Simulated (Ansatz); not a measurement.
The starting structures come from a database of crystals and need not be the phases stable at ambient conditions.

Here is the system:

```xyz
6
Lattice="3.0923 0.0000 0.0000 0.0000 4.7350 0.0000 0.0000 0.0000 4.6440" Properties=species:S:1:pos:R:3 pbc="T T T"
Mg     1.5462     2.3675     2.3220
Mg     0.0000     0.0000     0.0000
F      1.5462     0.8514     3.6494
F      1.5462     3.8835     0.9946
F      0.0000     1.5160     1.3274
F      0.0000     3.2189     3.3166
```

Space group of this cell: Pnnm. The cell is taken as given; by r2SCAN its mean pressure is -4.6 GPa.

Transport runs along the normal of the first two printed cell vectors.

No gap correction and no spin-orbit coupling; mid-gap values are interpolated between computed energies.

Task: State the band gap and the smallest decay constant κ at mid-gap according to r2SCAN (Ansatz, a first-principles code).

Result: Gap 7.78 eV on a 10×6×8 mesh; κ = 0.556 1/Å, at the zone centre.
